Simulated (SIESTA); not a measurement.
Input and output of a self-consistent single point for RuN (P6_3/mmc, 4 atoms in the cell) (SIESTA).

Computed with GGA PBEsol, numerical atomic orbitals DZP, PseudoDojo PBEsol standard norm-conserving potentials (rewritten from UPF to PSML) (SIESTA).

```
CELL_PARAMETERS angstrom
      2.99723     0.00000     0.00000
     -1.49862     2.59568     0.00000
      0.00000     0.00000     5.18532
ATOMIC_POSITIONS crystal
  Ru 0.00000 0.00000 0.00000
  Ru 0.00000 0.00000 0.50000
  N  0.66667 0.33333 0.75000
  N  0.33333 0.66667 0.25000
```

Reference input (self-consistent single point, DFT, GGA PBEsol, numerical atomic orbitals DZP, PseudoDojo PBEsol standard norm-conserving potentials (rewritten from UPF to PSML)): XC.functional = GGA; XC.authors = PBEsol; potentials = PseudoDojo PBEsol standard; PAO.BasisSize = DZP; PAO.EnergyShift = 0.01 Ry; MeshCutoff = 300 Ry; kgrid.MonkhorstPack = 10 10 5; OccupationFunction = FD; ElectronicTemperature = 1160.45 K; MaxSCFIterations = 150; SCF.Mixer.Method = Pulay; SCF.Mixer.Weight = 0.25. This run's input differs from it in these lines:

```diff
@@ -28,2 +28,3 @@
 PAO.EnergyShift              0.01 Ry
+PAO.SplitNorm                0.1
 MeshCutoff                   300 Ry
```

The program printed (abridged):

```
        iscf     Eharris(eV)        E_KS(eV)     FreeEng(eV)     dDmax    Ef(eV) dHmax(eV)
   scf:    1    -5979.977623    -6034.719746    -6034.823951  0.888350 -0.696138 14.376916
   scf:    2    -6058.352334    -6055.487720    -6055.624513  0.651857 -2.473024  1.970293
   scf:    3    -6055.940379    -6055.764344    -6055.904760  0.073947 -2.677885  1.243753
   scf:    4    -6055.911269    -6055.867528    -6056.017566  0.126579 -3.106396  0.208276
   scf:    5    -6055.852427    -6055.868414    -6056.017560  0.014173 -3.063996  0.199237
   [... 3 lines left out ...]
   scf:    9    -6055.872925    -6055.872922    -6056.023128  0.000200 -3.087793  0.000314
   scf:   10    -6055.872918    -6055.872920    -6056.023128  0.000013 -3.087790  0.000215
   scf:   11    -6055.872916    -6055.872918    -6056.023128  0.000026 -3.087786  0.000019
   scf:   12    -6055.872919    -6055.872918    -6056.023128  0.000004 -3.087789  0.000011
SCF Convergence by DM+H criterion
max |DM_out - DM_in|         :     0.0000035957
max |H_out - H_in|      (eV) :     0.0000110739
SCF cycle converged after 12 iterations

Using DM_out to compute the final energy and forces

siesta: E_KS(eV) =            -6055.8729

siesta: E_KS - E_eggbox =     -6055.8729

siesta: Atomic forces (eV/Ang):
     1   -0.000000    0.000000   -0.000000
     2   -0.000000    0.000000   -0.000000
     3   -0.000004    0.000001    0.000000
     4    0.000004   -0.000001   -0.000000
   Tot   -0.000000   -0.000000   -0.000000
   Max    0.000004
   Res    0.000002    sqrt( Sum f_i^2 / 3N )
   Max    0.000004    constrained

Stress tensor Voigt[x,y,z,yz,xz,xy] (kbar):      108.55      108.63        7.81       -0.00       -0.00        0.07
(Free)E + p*V (eV/cell)    -6057.9115
   [... lines left out ...]
siesta: FreeEng =     -6056.023128
   [... lines left out ...]
siesta:     0.067753    0.000041    0.000000
siesta:     0.000041    0.067800   -0.000000
siesta:    -0.000000   -0.000000    0.004874

siesta: Cell volume =         40.340965 Ang**3

siesta: Pressure (static):
siesta:                Solid            Molecule  Units
siesta:          -0.00050982         -0.00050981  Ry/Bohr**3
siesta:          -0.04680910         -0.04680905  eV/Ang**3
siesta:         -74.99644181        -74.99636948  kBar
```

The run converged in 12 iterations. Against the reference run the free energy drops by 3.6 meV/atom and the pressure goes from -8.71 to -7.50 GPa.

The starting cell comes from a database of computed structures (which also holds hypothetical and non-ambient phases and stackings), without a prior relaxation at this level. Spin polarisation is off. Values carry the incompleteness of an atom-centred basis. With a pressure of about -7 GPa the cell is away from its equilibrium volume at this level.

Cost on one core of a shared machine: roughly 60 s.
